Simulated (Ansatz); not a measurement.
**A computed series for ZrRuP: response to strain**

Take ZrRuP (space group P-62m, No. 189; a = 6.407 Å, c = 3.776 Å; a cell from a computed database, its experimental status unchecked) as the base. Axes: x lies along a and z along c of the hexagonal cell.

Strains are applied to the cell and any free atomic positions relax.

Computed with PBEsol (Ansatz, an electronic-structure program; PAW; 420 eV plane waves; no SOC).

Notes on the quantities. energy relative to the base: free energy F.

| variant | energy relative to the base | shortest interatomic distance |
|---|---|---|
| base | 0 meV/atom | 2.452 Å |
| isotropic strain −1.51 % | +23 meV/atom | 2.417 Å |
| isotropic strain +3.00 % | +78 meV/atom | 2.519 Å |
| uniaxial strain ε_xx = −0.78 % | +1.1 meV/atom | 2.442 Å |

Without a gap, meshes like the base's 9×9×12 leave anisotropic stresses uncertain by several tenths of a GPa, and small strain energies with them. Whether these cells are dynamically stable was not tested. All final runs are without spin polarisation. An odd electron count without spin: ZrRuP.
